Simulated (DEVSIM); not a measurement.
System: abrupt Si p-n junction, at 300 K.

```
layer (left to right)  material  thickness (μm)  Nd (cm⁻³)  Na (cm⁻³)  τn (s)  τp (s)
---------------------  --------  --------------  ---------  ---------  ------  ------
1                            Si            1.60          -     5.6e17  2.6e-7  2.6e-7
2                            Si            15.0     1.5e14          -  2.6e-7  2.6e-7
```

Left contact: ohmic. Right contact: ohmic. Voltage is applied to the left contact. Recombination: SRH at mid-gap, Auger. Mobility is μmin + (μ − μmin)/(1 + (N/Nref)^α).

This is a model device: material constants are rounded textbook-type values typed into the input, and sizes, dopings and lifetimes were drawn at random. Values at 300 K.

| parameter | Si |
|---|---|
| gap (eV) | 1.124 |
| affinity (eV) | 4.05 |
| permittivity | 11.7 |
| Nc (cm⁻³) | 2.86e19 |
| Nv (cm⁻³) | 3.1e19 |
| μn (cm²/Vs) | 1417 |
| μp (cm²/Vs) | 470 |
| μn,min | 52 |
| μp,min | 45 |
| Nref,n | 9.7e16 |
| Nref,p | 2.2e17 |
| αn | 0.68 |
| αp | 0.72 |
| Cn (cm⁶/s) | 2.8e-31 |
| Cp (cm⁶/s) | 9.9e-32 |

Model (solved in DEVSIM): 1D drift-diffusion, Boltzmann statistics, complete ionisation; no tunnelling, impact ionisation, image-force lowering or self-heating.

The thickness of layer 2 was swept, all else fixed.

```json
[
 {"thickness of layer 2 (μm)": "3", "dark forward voltage at 100 A/cm² (V)": "___", "dark forward voltage at 1 A/cm² (V)": "___"},
 {"thickness of layer 2 (μm)": "5.2", "dark forward voltage at 100 A/cm² (V)": "0.728", "dark forward voltage at 1 A/cm² (V)": "0.520"},
 {"thickness of layer 2 (μm)": "9", "dark forward voltage at 100 A/cm² (V)": "0.760", "dark forward voltage at 1 A/cm² (V)": "0.540"},
 {"thickness of layer 2 (μm)": "15", "dark forward voltage at 100 A/cm² (V)": "0.795", "dark forward voltage at 1 A/cm² (V)": "0.559"},
 {"thickness of layer 2 (μm)": "26", "dark forward voltage at 100 A/cm² (V)": "0.854", "dark forward voltage at 1 A/cm² (V)": "0.581"},
 {"thickness of layer 2 (μm)": "45", "dark forward voltage at 100 A/cm² (V)": "0.974", "dark forward voltage at 1 A/cm² (V)": "0.605"},
 {"thickness of layer 2 (μm)": "75", "dark forward voltage at 100 A/cm² (V)": "1.254", "dark forward voltage at 1 A/cm² (V)": "0.648"}
]
```

Question: Some entries are withheld; supply them.

Answer: 
- 3, dark forward voltage at 100 A/cm² (V): 0.698
- 3, dark forward voltage at 1 A/cm² (V): 0.498
